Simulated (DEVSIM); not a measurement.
Device: illuminated Si n-on-p cell, one wavelength, with a back-surface field, at 300 K.

Layer 1 from the left is Si, thickness (μm) 0.890, Nd (cm⁻³) 6.8e17, τn (s) 9.1e-5, τp (s) 1.4e-5, absorption coefficient (cm⁻¹) 140. Layer 2 from the left is Si, thickness (μm) 200, Na (cm⁻³) 8.3e15, τn (s) 0.00057, τp (s) 0.00057, absorption coefficient (cm⁻¹) 140. Layer 3 from the left is Si, thickness (μm) 0.170, Na (cm⁻³) 1.4e18, τn (s) 0.00057, τp (s) 0.00057, absorption coefficient (cm⁻¹) 140.

Left contact: ohmic, minority hole recombination velocity 50000 cm/s. Right contact: ohmic, minority electron recombination velocity 1e7 cm/s. Voltage is applied to the left contact. Recombination: SRH at mid-gap, radiative, Auger. Gap narrowing is on: ΔEg = 6.92 meV × (l + √(l² + 0.5)), l = ln(N/1.3e17 cm⁻³), shared equally by both band edges. Light enters at the left, 3.7e16 photons cm⁻² s⁻¹, one pass, no reflection. Mobility is μmin + (μ − μmin)/(1 + (N/Nref)^α).

Constants are typed, rounded textbook-type inputs, not results; the design itself was drawn at random and stands for no fabricated device. Values at 300 K.

Si: gap (eV) 1.124, affinity (eV) 4.05, permittivity 11.7, Nc (cm⁻³) 2.86e19, Nv (cm⁻³) 3.1e19, μn (cm²/Vs) 1417, μp (cm²/Vs) 470, μn,min 52, μp,min 45, Nref,n 9.7e16, Nref,p 2.2e17, αn 0.68, αp 0.72, B (cm³/s) 4.7e-15, Cn (cm⁶/s) 2.8e-31, Cp (cm⁶/s) 9.9e-32.

DEVSIM, 1D drift-diffusion, Boltzmann statistics, complete ionisation; no tunnelling, impact ionisation, image-force lowering or self-heating.

What does the simulation give for the fill factor, the potential step across the device at zero bias, the short-circuit current, the dark forward voltage at 100 A/cm²?

fill factor 0.81; potential step across the device at zero bias 0.919 V; short-circuit current 4.22 mA/cm²; dark forward voltage at 100 A/cm² 1.001 V.
